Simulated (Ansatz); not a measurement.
**How the band gap of HfMgO₃ (model structure, started from the LiNbO3 type, R3c, No. 161, 10 atoms in the cell) moves with the method**

No measured value is used here.

```
level (code)         value (eV)
-------------------  ----------
LDA (Ansatz)               5.10
PBE+SOC (Ansatz)           5.23
PBEsol+SOC (Ansatz)        5.09
HSE06 (Ansatz)              ___
```

Fill in the missing entries.


- HSE06 (Ansatz, a quantum-chemistry and plane-wave program), value (eV): 6.94

Computed values are for a static lattice. Levels without +SOC have no spin–orbit coupling; where heavier elements are present it shifts gaps, mostly down, and can invert bands.  Values are at the PBEsol cell. Cutoffs and k meshes differ between the levels. Ansatz's density-functional and Hartree–Fock values are scalar-relativistic unless marked +SOC, with PAW data made under PBE.

A model structure was made by putting elements into a prototype or built by hand; it is no filed structure, need not be a known phase, and can be a saddle point held by its symmetry.
